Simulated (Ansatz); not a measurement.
Defect: interstitial Zn in zinc-blende GaP, charge state +2. The step: one Zn atom jumps by itself; the atom moves 2.37 Å along (0.24, -0.26, 0.24) of the unit cell; the moving atom starts with neighbours 5 Ga at 2.86, Ga at 2.87; 4 P at 2.42 Å and ends with Ga at 2.56, 3 Ga at 2.58; P at 2.71, 2 P at 2.72, 2 P at 2.78, P at 2.79 Å. A PBE band in Ansatz (plane-wave PAW, one k-point at (0.250, 0.250, 0.250), 64 host sites, 22 SCF runs with any check of the saddle's order, static, no finite-size correction) gives a forward barrier of 0.57 eV. The saddle point's order was not checked, and it lies on a symmetry element of the cell, where a band can be held. The charge state is imposed; whether it is stable for some Fermi level was not computed. Sites that were not tried may lie lower.

Single points at the band's start and saddle point can refine it. Rough cost of one point, in units of the band's mean SCF on the same machine:

```json
[
 {"Level": "PBE, a 2×2×2 k-point mesh shifted by half a step", "Cost of one point": "about 4"},
 {"Level": "r2SCAN at 500 eV, one k-point at (0.250, 0.250, 0.250)", "Cost of one point": "about 3"}
]
```

Problem. Which of these move the barrier by more than 0.1 eV, and how far does each move it?

Solution. Not one does. PBE, a 2×2×2 k-point mesh shifted by half a step: +0.01 eV; r2SCAN at 500 eV, one k-point at (0.250, 0.250, 0.250): +0.05 eV. Each functional is compared with PBE at the same k-points.

Ansatz is a quantum-chemistry and plane-wave program.
